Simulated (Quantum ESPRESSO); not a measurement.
A self-consistent single point of La2H5 (I4_1/amd, 14 atoms in the cell) with Quantum ESPRESSO.

Level of theory: PBEsol, GBRV 1.5 ultrasoft (PBESOL) pseudopotentials (plane waves; Quantum ESPRESSO).

```
CELL_PARAMETERS angstrom
      2.79171    -2.79171     5.66711
      2.79171     2.79171     5.66711
     -2.79171    -2.79171     5.66711
ATOMIC_POSITIONS crystal
  La 0.50000 0.00419 0.50419
  La 0.00000 0.75419 0.75419
  La 0.00000 0.24581 0.24581
  La 0.50000 0.49581 0.99581
  H  0.51919 0.62500 0.60581
  H  0.48081 0.39419 0.37500
  H  0.48081 0.12500 0.14419
  H  0.51919 0.85581 0.87500
  H  0.98081 0.62500 0.14419
  H  0.01919 0.85581 0.37500
  H  0.01919 0.12500 0.60581
  H  0.98081 0.39419 0.87500
  H  0.50000 0.25000 0.75000
  H  0.00000 0.00000 0.00000
```

Reference input (self-consistent single point, DFT, PBEsol, plane waves, GBRV 1.5 ultrasoft (PBESOL) pseudopotentials): ecutwfc = 40 Ry; ecutrho = 200 Ry; occupations = smearing; smearing = cold; degauss = 0.0073499 Ry; potentials = {La: la_pbesol_v1.uspp.F.UPF, H: h_pbesol_v1.4.uspp.F.UPF}; K_POINTS = automatic 5 5 5 0 0 0; conv_thr = 1e-10 Ry; mixing_beta = 0.3. This run's input differs from it in these lines:

```diff
@@ -43,3 +43,3 @@
 K_POINTS automatic
-5 5 5  0 0 0
+8 8 8  0 0 0
```

Log, with long lists cut:

```
     Self-consistent Calculation

     iteration #  1     ecut=    40.00 Ry     beta= 0.30

     negative rho (up, down):  2.909E-01 0.000E+00

     total energy              =    -420.93123666 Ry
     estimated scf accuracy    <       0.59785634 Ry

     iteration #  2     ecut=    40.00 Ry     beta= 0.30

     negative rho (up, down):  2.665E-01 0.000E+00

     total energy              =    -420.84754791 Ry
     estimated scf accuracy    <       0.20202491 Ry

     iteration #  3     ecut=    40.00 Ry     beta= 0.30

     negative rho (up, down):  2.696E-01 0.000E+00

     total energy              =    -420.93766506 Ry
     estimated scf accuracy    <       0.03045863 Ry

   [... 16 blocks of this kind left out ...]

     iteration # 20     ecut=    40.00 Ry     beta= 0.30

     negative rho (up, down):  2.347E-01 0.000E+00

     total energy              =    -420.91595231 Ry
     estimated scf accuracy    <          4.8E-10 Ry

     iteration # 21     ecut=    40.00 Ry     beta= 0.30

     negative rho (up, down):  2.347E-01 0.000E+00
     End of self-consistent calculation

     the Fermi energy is     9.9457 ev

!    total energy              =    -420.91595231 Ry
     estimated scf accuracy    <          5.4E-11 Ry
     smearing contrib. (-TS)   =      -0.00015133 Ry
     internal energy E=F+TS    =    -420.91580098 Ry

     convergence has been achieved in  21 iterations

     negative rho (up, down):  2.347E-01 0.000E+00

     Forces acting on atoms (cartesian axes, Ry/au):

     atom    1 type  1   force =    -0.00000000    0.00000000    0.00066632
     atom    2 type  1   force =     0.00000000    0.00000000    0.00066632
     atom    3 type  1   force =     0.00000000    0.00000000   -0.00066632
     atom    4 type  1   force =     0.00000000    0.00000000   -0.00066632
     atom    5 type  2   force =    -0.00079475    0.00000000    0.00000000
   [... lines left out ...]
     Total force =     0.002613     Total SCF correction =     0.000003
   [... lines left out ...]

     negative rho (up, down):  2.347E-01 0.000E+00
          total   stress  (Ry/bohr**3)                   (kbar)     P=      -24.98
  -0.00017338  -0.00000000   0.00000000          -25.51       -0.00        0.00
   0.00000000  -0.00017338  -0.00000000            0.00      -25.51       -0.00
   0.00000000  -0.00000000  -0.00016271            0.00       -0.00      -23.94

   JOB DONE.
```

The run converged in 21 iterations. Against the reference run the free energy stays essentially unchanged (within 1 meV/atom), the pressure stays at -2.50 GPa and the largest force goes from 0.033 to 0.020 eV/Å.

The starting cell comes from a database of computed structures (which also holds hypothetical and non-ambient phases and stackings), without a prior relaxation at this level.

Cost on one core of a shared machine: roughly 10 min.
